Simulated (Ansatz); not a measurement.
**A computed series for Sn: response to strain**

The parent structure is Sn in the diamond structure (space group Fd-3m, No. 227; a = 6.540 Å; relaxed with 0.1 eV smearing). Axes: x, y, z lie along the cube axes.

Strains are applied to the cell and any free atomic positions relax; under biaxial strain the out-of-plane vector relaxes too.

The values are results of PBEsol in Ansatz (plane waves to 420 eV, PAW, scalar-relativistic without spin-orbit coupling), not measurements.

Notes on the quantities. energy relative to the base: free energy F; pressure: mean of the normal stresses, compression positive.

```tsv
change	energy relative to the base	pressure
base	0 meV/atom	0.0 GPa
biaxial strain −2.50 %, plane normal [111], relaxed out of plane	+13 meV/atom	1.6 GPa
biaxial strain −2.08 %, plane normal [111], relaxed out of plane	+8.7 meV/atom	1.3 GPa
biaxial strain −1.67 %, plane normal [111], relaxed out of plane	+5.5 meV/atom	1.0 GPa
biaxial strain −1.25 %, plane normal [111], relaxed out of plane	+3.1 meV/atom	0.8 GPa
biaxial strain −0.42 %, plane normal [111], relaxed out of plane	+0.3 meV/atom	0.3 GPa
biaxial strain +0.42 %, plane normal [111], relaxed out of plane	+0.3 meV/atom	-0.2 GPa
biaxial strain +0.83 %, plane normal [111], relaxed out of plane	+1.3 meV/atom	-0.5 GPa
biaxial strain +2.08 %, plane normal [111], relaxed out of plane	___	___
biaxial strain +2.50 %, plane normal [111], relaxed out of plane	+11 meV/atom	-1.3 GPa
```

Some entries are withheld; estimate them.


- biaxial strain +2.08 %, plane normal [111], relaxed out of plane, energy relative to the base: +7.7 meV/atom
- biaxial strain +2.08 %, plane normal [111], relaxed out of plane, pressure: -1.1 GPa

No phonon test of stability was made.

Ansatz is a quantum-chemistry and plane-wave program.
